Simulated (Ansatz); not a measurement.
We consider LaMgNO (model structure, started from the LaZnOP type, P4/nmm, No. 129, 8 atoms in the cell), described by r²SCAN in Ansatz (PAW).

Settings: plane-wave cutoff 560 eV, 8×8×4 k mesh (along the axes of the cell as run), Fermi–Dirac smearing 0.01 eV, scalar-relativistic PAW data made under PBE.

Cell (relaxed at this level):

```xyz
8
Lattice="3.8706 0.0000 0.0000 0.0000 3.8706 0.0000 0.0000 0.0000 8.1911" Properties=species:S:1:pos:R:3 pbc="T T T"
La     0.0000     1.9353     6.8881
La     1.9353     0.0000     1.3030
Mg     0.0000     0.0000     4.0956
Mg     1.9353     1.9353     4.0956
N      1.9353     0.0000     5.0222
N      0.0000     1.9353     3.1689
O      1.9353     1.9353     0.0000
O      0.0000     0.0000     0.0000
```

### Question
Give the computed band gap and smallest direct gap on the k points sampled.

### Answer

- band gap: 2.89 eV
- smallest direct gap on the k points sampled: 2.98 eV

Note: the relaxation could raise the start's symmetry but not lower it, so the cell can be a saddle point.

Spin–orbit coupling is not included.

Computing time: around 50 core-seconds (rough).

A model structure was made by putting elements into a prototype or built by hand; it is no filed structure, need not be a known phase, and can be a saddle point held by its symmetry.

Ansatz is a quantum-chemistry and plane-wave program.
